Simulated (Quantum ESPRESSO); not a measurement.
A self-consistent single point of Li2NbO3 (P1, 12 atoms in the cell) with Quantum ESPRESSO.

Method: LDA (PZ), GBRV 1.5 ultrasoft (LDA) pseudopotentials (plane waves; Quantum ESPRESSO).

```
Li2NbO3
1.0
    2.69368    -4.42917     0.00000
    2.69368     4.42917     0.00000
   -1.94801     0.00000     4.82671
Li Nb O
4 2 6
Direct
  0.26043   0.73901   0.25427
  0.74130   0.26989   0.75012
  0.57476   0.41606   0.24998
  0.42265   0.58015   0.75187
  0.91197   0.08224   0.24235
  0.08223   0.90937   0.74992
  0.68191   0.84232   0.49839
  0.32153   0.15751   0.49896
  0.15726   0.31885   0.00282
  0.84144   0.67854   0.99415
  0.50309   0.00622   0.00287
  0.00145   0.49983   0.50430
```

Reference input (self-consistent single point, DFT, LDA (PZ), plane waves, GBRV 1.5 ultrasoft (LDA) pseudopotentials): ecutwfc = 40 Ry; ecutrho = 320 Ry; occupations = smearing; smearing = fd; degauss = 0.0073499 Ry; potentials = {Li: li_lda_v1.4.uspp.F.UPF, Nb: nb_lda_v1.uspp.F.UPF, O: o_lda_v1.2.uspp.F.UPF}; K_POINTS = automatic 4 4 4 1 1 1; conv_thr = 1e-10 Ry; mixing_beta = 0.7. This run's input differs from it in these lines:

```diff
@@ -15,3 +15,3 @@
     smearing = 'fd',
-    degauss = 0.0073499,
+    degauss = 0.002205,
 /
```

Log, with long lists cut:

```
     Self-consistent Calculation

     iteration #  1     ecut=    40.00 Ry     beta= 0.70

     total energy              =    -486.23111743 Ry
     estimated scf accuracy    <       4.07465286 Ry

     iteration #  2     ecut=    40.00 Ry     beta= 0.70

     total energy              =    -483.62177493 Ry
     estimated scf accuracy    <      23.12659166 Ry

     iteration #  3     ecut=    40.00 Ry     beta= 0.70

     total energy              =    -488.41720664 Ry
     estimated scf accuracy    <       0.56423667 Ry

   [... 11 blocks of this kind left out ...]

     iteration # 15     ecut=    40.00 Ry     beta= 0.70

     total energy              =    -488.33410167 Ry
     estimated scf accuracy    <          4.2E-10 Ry

     iteration # 16     ecut=    40.00 Ry     beta= 0.70
     End of self-consistent calculation

     the Fermi energy is    10.4709 ev

!    total energy              =    -488.33410167 Ry
     estimated scf accuracy    <          8.3E-11 Ry
     smearing contrib. (-TS)   =      -0.00149601 Ry
     internal energy E=F+TS    =    -488.33260566 Ry

     convergence has been achieved in  16 iterations

     Forces acting on atoms (cartesian axes, Ry/au):

     atom    1 type  1   force =     0.00039429   -0.00252157    0.00124335
     atom    2 type  1   force =    -0.00210517   -0.00248887   -0.00266194
     atom    3 type  1   force =    -0.00017641    0.00127289    0.00240969
     atom    4 type  1   force =    -0.00456601   -0.00078747   -0.00454304
     atom    5 type  2   force =     0.01658387   -0.00966454    0.01516081
   [... lines left out ...]

     Total force =     0.072999     Total SCF correction =     0.000019

          total   stress  (Ry/bohr**3)                   (kbar)     P=     -146.58
  -0.00096625   0.00007980  -0.00001537         -142.14       11.74       -2.26
   0.00007980  -0.00102748  -0.00000563           11.74     -151.15       -0.83
  -0.00001537  -0.00000563  -0.00099561           -2.26       -0.83     -146.46

   JOB DONE.
```

The run converged in 16 iterations. Against the reference run the free energy goes up by 6.6 meV/atom, the pressure goes from -14.53 to -14.66 GPa and the largest force goes from 1.159 to 1.187 eV/Å.

The starting cell comes from a database of computed structures (which also holds hypothetical and non-ambient phases and stackings), without a prior relaxation at this level. Its atoms were displaced at random from the sites of space group no. 15. Spin polarisation is off. With a pressure of about -15 GPa the cell is away from its equilibrium volume at this level. Forces in this geometry exceed 1 eV/Å.

Cost on one core of a shared machine: roughly 3 min.
